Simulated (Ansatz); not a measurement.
## MgS: response to strain

The parent structure is MgS in the rock salt structure (space group Fm-3m, No. 225).

```
MgS
1.0
    0.00000     2.56462     2.56462
    2.56462     0.00000     2.56462
    2.56462     2.56462     0.00000
Mg S
1 1
Direct
  0.00000   0.00000   0.00000
  0.50000   0.50000   0.50000
```

Cartesian axes are those of the cell as printed.

Strains are applied to the cell and any free atomic positions relax; under biaxial strain the out-of-plane vector relaxes too.

All numbers come from Ansatz (a quantum-chemistry and plane-wave program), LDA, PAW, cutoff 420 eV, no spin-orbit coupling.

Notes on the quantities. energy relative to the base: free energy F; in-plane stress: mean in-plane stress (compression positive).

```json
[
 {"variant": "base", "out-of-plane strain": "–", "energy relative to the base": "0 meV/atom", "in-plane stress": "–", "shortest interatomic distance": "2.565 Å"},
 {"variant": "biaxial strain −2.50 %, plane normal [111], relaxed out of plane", "out-of-plane strain": "+1.43 %", "energy relative to the base": "+12 meV/atom", "in-plane stress": "+4.9 GPa", "shortest interatomic distance": "2.535 Å"},
 {"variant": "biaxial strain −2.08 %, plane normal [111], relaxed out of plane", "out-of-plane strain": "+1.19 %", "energy relative to the base": "+8.5 meV/atom", "in-plane stress": "+4.0 GPa", "shortest interatomic distance": "2.540 Å"},
 {"variant": "biaxial strain −1.25 %, plane normal [111], relaxed out of plane", "out-of-plane strain": "+0.71 %", "energy relative to the base": "+3.0 meV/atom", "in-plane stress": "+2.3 GPa", "shortest interatomic distance": "2.549 Å"},
 {"variant": "biaxial strain −0.83 %, plane normal [111], relaxed out of plane", "out-of-plane strain": "+0.47 %", "energy relative to the base": "+1.3 meV/atom", "in-plane stress": "+1.5 GPa", "shortest interatomic distance": "2.554 Å"},
 {"variant": "biaxial strain −0.42 %, plane normal [111], relaxed out of plane", "out-of-plane strain": "+0.24 %", "energy relative to the base": "+0.3 meV/atom", "in-plane stress": "+0.8 GPa", "shortest interatomic distance": "2.559 Å"},
 {"variant": "biaxial strain +0.42 %, plane normal [111], relaxed out of plane", "out-of-plane strain": "-0.24 %", "energy relative to the base": "+0.3 meV/atom", "in-plane stress": "-0.7 GPa", "shortest interatomic distance": "2.570 Å"},
 {"variant": "biaxial strain +0.83 %, plane normal [111], relaxed out of plane", "out-of-plane strain": "-0.47 %", "energy relative to the base": "+1.3 meV/atom", "in-plane stress": "-1.4 GPa", "shortest interatomic distance": "2.575 Å"},
 {"variant": "biaxial strain +1.67 %, plane normal [111], relaxed out of plane", "out-of-plane strain": "-0.95 %", "energy relative to the base": "+5.1 meV/atom", "in-plane stress": "-2.8 GPa", "shortest interatomic distance": "2.585 Å"},
 {"variant": "biaxial strain +2.50 %, plane normal [111], relaxed out of plane", "out-of-plane strain": "-1.41 %", "energy relative to the base": "+11 meV/atom", "in-plane stress": "-4.1 GPa", "shortest interatomic distance": "2.596 Å"}
]
```

Whether these cells are dynamically stable was not tested.
